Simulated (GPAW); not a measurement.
Worked example: self-consistent single point of CdSe (F-43m, 2 atoms in the cell) in GPAW.

Method: PBE, GPAW PAW datasets PBE (gpaw-data 1.0.1) (plane waves; GPAW 25.7.0).

```xyz
2
Lattice="0.0000 3.0954 3.0954 3.0954 0.0000 3.0954 3.0954 3.0954 0.0000" Properties=species:S:1:pos:R:3 pbc="T T T"
Cd     0.0000     0.0000     0.0000
Se     4.6432     4.6432     4.6432
```

Reference input (self-consistent single point, DFT PBE, plane waves, GPAW PAW datasets PBE (gpaw-data 1.0.1)): mode = pw; ecut = 550 eV; xc = PBE; kpts = 6 6 6; mesh shift (steps) = 0 0 0; occupations.name = fixed-uniform; nbands = -6; convergence.density = 1e-05 e/electron; convergence.bands = -4; symmetry.symmorphic = false; symmetry.tolerance = 0.0005; maxiter = 150. This run's input differs from it in these lines:

```diff
@@ -14,3 +14,3 @@
             xc='PBE',
-            kpts={'size': (6, 6, 6), 'gamma': True},
+            kpts=(5, 5, 5),
             occupations={'name': 'fixed-uniform'},
```

Log, with long lists cut:

```
     iter     time        total  log10-change:
                         energy   eigst   dens
iter:   1 --:--:--    -6.043749   +0.31
iter:   2 --:--:--    -5.964046   -1.19  -1.16
iter:   3 --:--:--    -5.691086   -1.31  -1.20
iter:   4 --:--:--    -5.683319   -3.27  -1.61
iter:   5 --:--:--    -5.689516c  -2.70  -1.64
iter:   6 --:--:--    -5.682293c  -3.68  -2.39
iter:   7 --:--:--    -5.680327   -3.84  -2.67
iter:   8 --:--:--    -5.680135c  -3.96  -2.95
iter:   9 --:--:--    -5.680105c  -5.70  -3.23
iter:  10 --:--:--    -5.680043c  -5.02  -3.44
iter:  11 --:--:--    -5.680042c  -7.11  -4.11
iter:  12 --:--:--    -5.680047c  -6.17  -4.15
iter:  13 --:--:--    -5.680043c  -6.16  -4.14
iter:  14 --:--:--    -5.680043c  -7.48c -4.48
iter:  15 --:--:--    -5.680043c  -7.84c -5.03c
Converged after 15 iterations.

Dipole moment: (3.126271, 3.126271, 3.126271) |e|*Ang

Energy contributions relative to reference atoms: (reference = -218276.650467)

Kinetic:        +16.685469
Potential:      -15.344474
External:        +0.000000
XC:              -7.069852
Entropy (-ST):   +0.000000
Local:           +0.048815
SIC:             +0.000000
--------------------------
Free energy:     -5.680043
Extrapolated:    -5.680043

Showing only first 2 kpts
 Kpt  Band  Eigenvalues  Occupancy
  0     7      3.09499    2.00000
  0     8      3.09499    2.00000
  0     9      3.58401    0.00000
  0    10      8.99532    0.00000

  1     7      2.41715    2.00000
  1     8      2.41715    2.00000
  1     9      5.78301    0.00000
  1    10      7.69665    0.00000

Fermi level: 3.33950

Gap: 0.489 eV
Transition (v -> c):
  (s=0, k=0, n=8, [0.00, 0.00, 0.00]) -> (s=0, k=0, n=9, [0.00, 0.00, 0.00])
No difference between direct/indirect transitions
Energy (eV): -5.680043

Forces in eV/Ang:
  0 Cd   -0.00000   -0.00000   -0.00000
  1 Se   -0.00000    0.00000    0.00000

Stress tensor:
     0.000703     0.000000     0.000000
     0.000000     0.000703    -0.000000
     0.000000    -0.000000     0.000703
Stress (GPa, Voigt): [ 0.1126  0.1126  0.1126 -0.      0.      0.    ]
```

The run converged in 15 iterations. GPAW prints stress with tension positive. Against the reference run the free energy rises by 4.4 meV/atom, the pressure moves little (-0.14 to -0.11 GPa) and the gap on the mesh hardly changes (0.492 to 0.489 eV).

The starting cell comes from a database of computed structures (which also holds hypothetical and non-ambient phases and stackings), without a prior relaxation at this level. Its lattice was rescaled by a random factor within 2.5 % of one.
